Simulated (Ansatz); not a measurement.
Start from Ge in the diamond structure (space group Fd-3m, No. 227; a = 5.622 Å).

All numbers come from LDA in Ansatz (plane waves to 420 eV, PAW, without spin-orbit coupling).

Before the change:

```
Property    Value
--------  -------
Pressure  0.0 GPa
```

Modification: an isotropic linear strain of −2.50 %; the atoms relax in the strained cell.

Task: Predict the new pressure.

Result: The pressure goes from zero to 6.5 GPa.

Task: Predict the new valley order.

Result: The valley order (the lowest conduction-band minima on the path, energy above the VBM, named in the base's zone) amounts to a point along ⟨100⟩, about 0.9 Å⁻¹ from Γ 0.34 eV; L along ⟨111⟩ 0.35 eV; Γ 0.70 eV.

Task: Estimate the effect on the energy relative to the base.

Result: The energy goes up by 31 meV/atom.

The levels and masses belong to the bands next to the band gap. Stability against distortions was not tested.

Ansatz is a program for electronic structure.
